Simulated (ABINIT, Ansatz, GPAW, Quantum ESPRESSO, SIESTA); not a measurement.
**VH (Fm-3m, 2 atoms in the cell) computed with different codes at matched settings**

Self-consistent single point.

```
CELL_PARAMETERS angstrom
      0.00000     1.96375     1.96375
      1.96375     0.00000     1.96375
      1.96375     1.96375     0.00000
ATOMIC_POSITIONS crystal
  V  0.00000 0.00000 0.00000
  H  0.50000 0.50000 0.50000
```

Shared settings, as Ansatz (a first-principles code) writes them: kpoints.mp_grid.grid = 14 14 14; scf.occupations.method = gaussian; scf.occupations.width = 0.1 eV. Potentials and cutoffs stand in the table.

```csv
code,model,pressure (GPa),cutoff
Quantum ESPRESSO,"LDA (PZ), GBRV 1.5 ultrasoft (LDA) pseudopotentials",-9.51,50 Ry
GPAW,"LDA (Perdew-Wang 92), GPAW PAW datasets LDA (gpaw-data 1.0.1)",-8.90,850 eV
Ansatz,"LDA (PW92), PAW files made with PBE",-9.76,default
SIESTA,"LDA PW92, numerical atomic orbitals TZP, PseudoDojo LDA standard norm-conserving potentials (rewritten from UPF to PSML)",-13.20,grid 400 Ry
ABINIT,"LDA (PW92), norm-conserving pseudopotentials (PseudoDojo nc-sr-04 LDA standard)",-9.53,42 Ha
```

On Ansatz's run: spin polarisation is off.

The spread over the programs that give each value: pressure within 4.30 GPa.

SIESTA uses small atom-centred bases, whose incompleteness enters pressures, forces and empty levels differently from a plane-wave cutoff. Ansatz's pressure is given at a fixed set of plane waves, as the other plane-wave codes print theirs; with its correction for the finite basis it is -9.49 GPa (the shift of 0.26 GPa shows how far the cutoff is from converged). The same LDA comes in different parametrisations, which differ slightly. In the pressure, SIESTA (by 3.68) lies more than 1 GPa from the median of the plane-wave programs.

The starting cell comes from a database of computed structures (which also holds hypothetical and non-ambient phases and stackings), without a prior relaxation at this level.

Left out of this page: Elk and FLEUR (not drawn, or without a comparable value).

Keys are those of Ansatz 0.2.
